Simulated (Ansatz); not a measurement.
An Ansatz (a program for electronic structure) run: CsPbBr3 with a change (isotropic strain +1.80 %); LDA (Ansatz), no spin-orbit coupling.

Input:

Ansatz 0.2 input:
```yaml
crystal:
  lattice:
    - [5.8740842109, 0, 0]
    - [0, 5.8740842109, 0]
    - [0, 0, 5.8740842109]
  atoms:
    - { symbol: Cs, position: [0, 0, 0] }
    - { symbol: Pb, position: [0.5, 0.5, 0.5] }
    - { symbol: Br, position: [0.5, 0, 0.5] }
    - { symbol: Br, position: [0, 0.5, 0.5] }
    - { symbol: Br, position: [0.5, 0.5, 0] }
basis: { ecutwfc: 420, ecutrho_ratio: 4, xc_grid: 2, fft_grid_basis: typed }
kpoints: { mp_grid: { grid: [6, 6, 6] } }
hamiltonian:
  xc: lda
  dispersion: none
  pseudopotentials: { kind: paw }
scf: { occupations: { method: fermi_dirac, width: 0.05 }, convergence: { dr2_threshold: 0.0000000005 } }
relax: { f_tol: 0.005, max_steps: 50 }
output: { forces: true, stress: true }
checkpoint: { write: state.ck, write_every: 1000 }
```

Output (explanatory and most iteration lines left out):

```
Relaxation: its limit of steps is 50 (relax.max_steps)
Pseudopotential: Cs, paw, valence charge 9
Pseudopotential: Pb, paw, valence charge 14
Pseudopotential: Br, paw, valence charge 7
Crystal: 5 atoms, lattice volume = 202.684 Å³
Basis set: ecut = 420 eV, 3911 PW (Γ), exchange–correlation on 80×80×80 points (8 copies of the dense FFT grid, shifted against one another)
Bands: 27, of which v1, the nominal top of the filled ones, is band 22 counted from 1 (21 counted from 0)
Symmetry: 48 space group operations
Space group: Pm-3m (ITA 221), of the structure as read, at distance tolerance 5.9e-5 Å
k-points: 20 of 216
Functional: x = slater, c = lda
SCF iter   1: F=—  HF=-25194.917390 eV  |F-HF|=—  |Δ(HF+E_count)|=         —  Δρ=3.66e-3  dr2=1.97e-2  ethr=1.77e-3  ⟨swp⟩=7.6  Hψ=2899  notcnv=0
SCF iter   2: F=—  HF=-25194.913187 eV  |F-HF|=—  |Δ(HF+E_count)|=   4.20e-3  Δρ=1.92e-3  dr2=5.59e-3  ethr=4.47e-5  ⟨swp⟩=2.3  Hψ=1153  notcnv=0
SCF 1 converged in 8 iterations: F = -25194.911906 eV  dr2 = 6.10e-11
relax step   1: F+E_penalty+E_count = -25194.91190648 eV  Δ(F+E_penalty+E_count) = +0.000e0 eV  max|allowed force component| = 2.518e-29 eV/Å  Δτ_max = 0.0000 Å  (8 SCF iters, accepted)
SCF converged after 8 iterations
Free energy (F): -25194.911906 eV
Internal energy: -25194.911906 eV  (E = F + TS)
E sigma→0 (E₀):  -25194.911906 eV
Entropy (-TS):   -0.000000 eV (-0.000 meV/atom)
Fermi energy:    4.107174 eV
--- Forces (eV/Å), atoms counted from 1 ---
  atom   1  Cs    -0.00000000     0.00000000     0.00000000
  atom   2  Pb     0.00000000    -0.00000000     0.00000000
  atom   3  Br     0.00000000     0.00000000    -0.00000000
  atom   4  Br     0.00000000    -0.00000000    -0.00000000
  atom   5  Br     0.00000000     0.00000000    -0.00000000
--- Stress (GPa, compression-positive) ---
       -1.197438       0.000000      -0.000000
       -0.000000      -1.197438       0.000000
        0.000000       0.000000      -1.197438
  P = ⅓ Tr σ = -1.1974 GPa (-11.974 kbar)
--- Relaxed structure (1 steps of the walk, 1 accepted, 0 SCFs on fresh bases) ---
  atoms:
    - { symbol: Cs, position: [0.0, 0.0, 0.0] }
    - { symbol: Pb, position: [0.5, 0.5, 0.5] }
    - { symbol: Br, position: [0.5, 0.0, 0.5] }
    - { symbol: Br, position: [0.0, 0.5, 0.5] }
    - { symbol: Br, position: [0.5, 0.5, 0.0] }
```

Spin-orbit coupling, missing from the scalar runs, can matter with Pb. No phonon test of stability was made. The cell was made from CsPbBr3 in the cubic perovskite structure (space group Pm-3m, No. 221) by this change: isotropic strain +1.80 %. Many cubic perovskites are stable only at high temperature; tilts and polar distortions were not tested. This is not the structure that CsPbBr3 has at room temperature and ambient pressure.
